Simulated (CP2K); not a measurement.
**How a calculation on Li₅GaS₄ (P1, 20 atoms in the cell) responds to its settings**

```yaml
crystal:
  lattice:
    - [6.27110, 0.00000, 0.00000]
    - [0.00000, 7.86400, 0.00000]
    - [-0.01413, 0.00000, 6.86099]
  atoms:
    - { symbol: Ga, position: [0.62186, 0.23934, 0.16850] }
    - { symbol: Ga, position: [0.36532, 0.75046, 0.83555] }
    - { symbol: S, position: [0.75220, 0.00969, 0.32353] }
    - { symbol: S, position: [0.23470, 0.51619, 0.68465] }
    - { symbol: S, position: [0.24109, 0.98231, 0.67326] }
    - { symbol: S, position: [0.76878, 0.49291, 0.32197] }
    - { symbol: S, position: [0.28843, 0.24824, 0.17565] }
    - { symbol: S, position: [0.73798, 0.74759, 0.82437] }
    - { symbol: S, position: [0.24227, 0.74288, 0.12865] }
    - { symbol: S, position: [0.75883, 0.25183, 0.87001] }
    - { symbol: Li, position: [0.34797, 0.51634, 0.33720] }
    - { symbol: Li, position: [0.63728, 0.01676, 0.65536] }
    - { symbol: Li, position: [0.63460, 0.48058, 0.67724] }
    - { symbol: Li, position: [0.36871, 0.98748, 0.32317] }
    - { symbol: Li, position: [0.00474, 0.26119, 0.48791] }
    - { symbol: Li, position: [0.98879, 0.75228, 0.50724] }
    - { symbol: Li, position: [0.99399, 0.00018, 0.99321] }
    - { symbol: Li, position: [0.01225, 0.50582, 0.00161] }
    - { symbol: Li, position: [0.65155, 0.75335, 0.17055] }
    - { symbol: Li, position: [0.34867, 0.24460, 0.84037] }
```

Base run A: LDA (Pade form), GPW, DZVP-MOLOPT-SR-GTH basis, GTH-PADE potentials (GTH_POTENTIALS) (CP2K 2026.2), self-consistent single point.

Its settings: CUTOFF = 600 Ry; REL_CUTOFF = 50 Ry; SMEAR/METHOD = METHFESSEL_PAXTON; SIGMA = 0.1 eV; KPOINTS/SCHEME = MACDONALD 2 2 2 0.25 0.25 0.25; XC_FUNCTIONAL = PADE; Ga/BASIS_SET = DZVP-MOLOPT-SR-GTH-q13; Ga/POTENTIAL = GTH-PADE-q13; S/BASIS_SET = DZVP-MOLOPT-SR-GTH-q6; S/POTENTIAL = GTH-PADE-q6; Li/BASIS_SET = DZVP-MOLOPT-SR-GTH-q3; Li/POTENTIAL = GTH-PADE-q3; METHOD = GPW; EPS_DEFAULT = 1e-10; NGRIDS = 5; SCF_GUESS = ATOMIC; EPS_SCF = 1e-07; MAX_SCF = 100; ADDED_MOS = 17; MIXING/METHOD = BROYDEN_MIXING.

The starting cell comes from a database of published, mostly measured structures (it also holds non-ambient and calculated ones), without a prior relaxation at this level. Its atoms were displaced at random from the sites of space group no. 11. Values carry the incompleteness of an atom-centred basis. In the base run, forces exceed 1 eV/Å.

ΔF is the free energy per atom less that of run A. 

Run A gave: pressure (GPa) -1.41; largest force (eV/Å) 2.616; gap on the mesh (eV) 2.896; iterations 16.

Runs:
- B: MIXING/BETA = 0.1 1/bohr
- C: MIXING/BETA = 0.3 1/bohr
- D: MIXING/BETA = 0.5 1/bohr
- E: MIXING/BETA = 1 1/bohr
- F: MIXING/BETA = 1.5 1/bohr
- G: MIXING/BETA = 3 1/bohr

Problem. Which runs reach the base run's state, and which is quickest in iterations?

Solution. Runs B, C, D, E, F, G gave the same state as A (within 1 meV/atom). The fewest iterations to that state were 16 (A, D); the most were 36.

| run | ΔF (meV/atom) | pressure (GPa) | largest force (eV/Å) | gap on the mesh (eV) | iterations |
|---|---|---|---|---|---|
| A | 0.00 | -1.41 | 2.616 | 2.896 | 16 |
| B | 0.00 | -1.41 | 2.616 | 2.896 | 17 |
| C | 0.00 | -1.41 | 2.616 | 2.896 | 17 |
| D | 0.00 | -1.41 | 2.616 | 2.896 | 16 |
| E | 0.00 | -1.41 | 2.616 | 2.896 | 22 |
| F | 0.00 | -1.41 | 2.616 | 2.896 | 30 |
| G | 0.00 | -1.41 | 2.616 | 2.896 | 36 |
